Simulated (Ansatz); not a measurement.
The reference is GaP in the zinc blende structure (space group F-43m, No. 216; a = 5.439 Å).

Method: Ansatz (a program for electronic structure), PBEsol, PAW, cutoff 420 eV, without spin-orbit coupling.

One change was made to it. Results:

The width of the top valence band goes up by 0.117 eV, from 3.51 eV to 3.62 eV; the smallest direct gap goes up by 0.19 eV to 1.99 eV; the band gap shrinks by 0.04 eV to 1.41 eV.

Which of these changes matches the shifts?
(A) pressure −1 GPa
(B) pressure 30 GPa
(C) pressure 2.1 GPa
(D) pressure 15 GPa
(E) pressure 22.5 GPa

C, pressure 2.1 GPa. For comparison, the band gap in the other runs: pressure 30 GPa gives 0.94 eV; pressure 15 GPa gives 1.17 eV; pressure 22.5 GPa gives 1.05 eV; pressure −1 GPa gives 1.48 eV.

Load acts through the strain it causes; cell and atoms are relaxed under it. Whether these cells are dynamically stable was not tested. Measured, GaP leaves this structure (for a Cmcm phase) near 26 GPa (temperature not stated; as listed in Datta, Sujoy, Jana, Debnarayan, arXiv (2020)).
